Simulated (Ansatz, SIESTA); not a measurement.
## Mg2Pd (P1, 3 atoms in the cell) computed with different codes at matched settings

Self-consistent single point, at a second geometry (atoms moved at random). First geometry:

```xyz
3
Lattice="-1.6080 1.6080 5.0028 1.6080 -1.6080 5.0028 1.6080 1.6080 -5.0028" Properties=species:S:1:pos:R:3 pbc="T T T"
Mg     0.0000     0.0000     6.4758
Mg     0.0000     0.0000     3.5298
Pd     0.0000     0.0000     0.0000
```

Second geometry:
```
CELL_PARAMETERS angstrom
     -1.60804     1.60804     5.00282
      1.60804    -1.60804     5.00282
      1.60804     1.60804    -5.00282
ATOMIC_POSITIONS crystal
  Mg 0.64592 0.65443 0.00593
  Mg 0.35560 0.34685 0.99378
  Pd 0.99848 0.99872 0.00029
```

Shared settings, as Ansatz (a program for electronic structure) writes them: kpoints.mp_grid.grid = 12 12 12; scf.occupations.method = fermi_dirac; scf.occupations.width = 0.1 eV. Potentials and cutoffs stand in the table.

| code | model | ΔF from the first geometry (meV/atom) | pressure (GPa) | largest force (eV/Å) | cutoff |
|---|---|---|---|---|---|
| Ansatz | LDA (PW92), PAW files made with PBE | 0.6 | -1.74 | 0.153 | default |
| SIESTA | LDA PW92, numerical atomic orbitals DZP, PseudoDojo LDA standard norm-conserving potentials (rewritten from UPF to PSML) | 1.1 | -0.83 | 0.135 | grid 400 Ry |

Size of the force on each atom (eV/Å): Sizes of forces hide their directions.

```tsv
code	Mg1	Mg2	Pd3
Ansatz	0.153	0.118	0.082
SIESTA	0.131	0.135	0.095
```

On Ansatz's run: spin polarisation is off.

The spread over the programs that give each value: ΔF from the first geometry within 0.5 meV/atom; pressure within 0.91 GPa; largest force within 0.018 eV/Å.

SIESTA uses small atom-centred bases, whose incompleteness enters pressures, forces and empty levels differently from a plane-wave cutoff. Ansatz's pressure is given at a fixed set of plane waves, as the other plane-wave codes print theirs.

The starting cell comes from a database of computed structures (which also holds hypothetical and non-ambient phases and stackings), without a prior relaxation at this level. Its lattice was rescaled by a random factor within 2.5 % of one. For this run, on top of that: atoms moved at random.

Left out of this page: CP2K (unsound by tests on forces, stress, charge or solver warnings).

Keys are those of Ansatz 0.2.
